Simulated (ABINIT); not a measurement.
# Converging the k-point mesh at a smearing width of 0.02 eV: Li (Im-3m, 1 atom in the cell)

```
Li
1.0
   -1.75023     1.75023     1.75023
    1.75023    -1.75023     1.75023
    1.75023     1.75023    -1.75023
Li
1
Direct
  0.00000   0.00000   0.00000
```

Level of theory: PBEsol, norm-conserving pseudopotentials (PseudoDojo nc-sr-04 PBEsol standard) (plane waves; ABINIT).

Base settings: pseudos = [Li.upf]; ecut = 37 Ha; ixc = -116133; occopt = 7; tsmear = 0.1 eV; ngkpt = 11 11 11; nshiftk = 1; shiftk = 0 0 0; potentials = PseudoDojo nc-sr-04 PBEsol standard; nband = 7.

In this ladder: tsmear = 0.02 eV.

Only quantities that move along the ladder and can be compared are tabulated.

The count of work is k-points × plane waves × bands × iterations; it is no time. Core times come from one kind of shared machine, to one figure; runs under 30 s give none.

The starting cell has typed, rounded lattice constants, without a prior relaxation at this level. Its lattice was rescaled by up to half a per cent.

```tsv
ngkpt	free energy less the last step's (meV/atom)	pressure (GPa)	count of work / last	core time / last (rough)
5 5 5	5.90	-0.75	0.012	–
6 6 6	41.93	-0.60	0.020	–
7 7 7	-0.25	-0.72	0.025	–
8 8 8	12.56	-0.68	0.035	–
10 10 10	8.02	-0.70	0.057	–
12 12 12	5.30	-0.70	0.088	–
14 14 14	2.13	-0.72	0.13	–
17 17 17	1.41	-0.73	0.20	–
21 21 21	0.52	-0.73	0.35	0.4
26 26 26	-0.26	-0.74	0.63	0.4
31 31 31	0.00	-0.73	1.0	1
```

Coarsest ngkpt that holds the pressure within 0.05 GPa of the last step, with all finer ones: 10 10 10, at 0.057 of the last step's count of work; the step before is off by 0.06 GPa.

Coarsest ngkpt that holds the free energy within 1 meV/atom of the last step, with all finer ones: 21 21 21, at 0.35 of the last step's count of work and about 0.4 of the last step's time; the step before is off by 1.4 meV/atom.
